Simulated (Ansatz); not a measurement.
**How far to go with the k-point mesh: CuPbF6 (P1, 8 atoms in the cell)**

```yaml
crystal:
  lattice:
    - [5.05871, 0.00000, 0.00000]
    - [2.37704, 4.47556, 0.00000]
    - [0.03228, 2.74770, 4.75268]
  atoms:
    - { symbol: Cu, position: [0.00297, 0.99354, 0.01052], spin: 1.0 }
    - { symbol: Pb, position: [0.50000, 0.00000, 0.50000] }
    - { symbol: F, position: [0.09708, 0.13307, 0.24501] }
    - { symbol: F, position: [0.90292, 0.86693, 0.75499] }
    - { symbol: F, position: [0.23819, 0.14846, 0.76589] }
    - { symbol: F, position: [0.76181, 0.85154, 0.23411] }
    - { symbol: F, position: [0.39936, 0.49349, 0.25437] }
    - { symbol: F, position: [0.60064, 0.50651, 0.74563] }
```
(The spins are starting values, not results.)

Method of the run: PBEsol, default PAW files made with PBE (plane waves; Ansatz, a quantum-chemistry and plane-wave program).

Base settings: basis.ecutwfc = 420 eV; kpoints.mp_grid.grid = 3 4 3; hamiltonian.xc = pbesol; hamiltonian.pseudopotentials = {kind: paw} (the program's default PAW files); magnetization.spin_polarized = true; scf.occupations.method = fermi_dirac; scf.occupations.width = 0.05 eV.

Only quantities that move along the ladder and can be compared are tabulated.

The count of work is k-points × plane waves × bands × iterations; it is no time. Core times come from one kind of shared machine, to one figure; runs under 30 s give none.

The starting cell comes from a database of computed structures (which also holds hypothetical and non-ambient phases and stackings), without a prior relaxation at this level. Its lattice was rescaled by up to half a per cent. One atom was moved a little off its site on purpose. With one magnetic atom in the cell only a parallel order is possible. Ansatz's pressure includes its estimate of the finite-basis (Pulay) stress.

Steps (kpoints.mp_grid.grid): 2 2 1; 2 2 2; 2 3 2; 3 3 2; 3 3 3; 3 4 3; 4 4 4; 4 5 4; 5 5 4; 5 6 5; 6 6 5; 6 7 6; 7 7 6; 8 9 7; 10 11 9.

Q: What is the coarsest kpoints.mp_grid.grid that holds the free energy within 0.5 meV/atom of the last step, with all finer ones?

A: 2 3 2, at 0.020 of the last step's count of work; the step before is off by 1.9 meV/atom.

Q: What is the coarsest kpoints.mp_grid.grid that holds the forces within 0.01 eV/Å of the last step, with all finer ones?

A: 3 3 3, at 0.028 of the last step's count of work; the step before is off by 0.020 eV/Å.

Q: What is the coarsest kpoints.mp_grid.grid that holds the pressure within 0.05 GPa of the last step, with all finer ones?

A: 2 2 2, at 0.020 of the last step's count of work; the step before is off by 0.34 GPa.

```csv
kpoints.mp_grid.grid,free energy less the last step's (meV/atom),pressure (GPa),largest difference of a force vector from the last step's (eV/Å),count of work / last,core time / last (rough)
2 2 1,38.84,3.03,0.274,0.0090,–
2 2 2,1.91,2.65,0.061,0.020,–
2 3 2,0.06,2.71,0.024,0.020,–
3 3 2,0.29,2.69,0.020,0.025,–
3 3 3,-0.12,2.69,0.004,0.028,–
3 4 3,0.00,2.69,0.005,0.036,–
4 4 4,-0.08,2.69,0.006,0.073,0.07
4 5 4,0.03,2.69,0.002,0.085,0.09
5 5 4,-0.03,2.69,0.001,0.10,0.1
5 6 5,0.03,2.69,0.000,0.15,0.2
6 6 5,0.00,2.69,0.001,0.19,0.2
6 7 6,0.00,2.69,0.000,0.26,0.3
7 7 6,0.00,2.69,0.000,0.30,0.3
8 9 7,0.00,2.69,0.000,0.51,0.5
10 11 9,0.00,2.69,0.000,1.0,1
```

Keys are those of Ansatz 0.2.
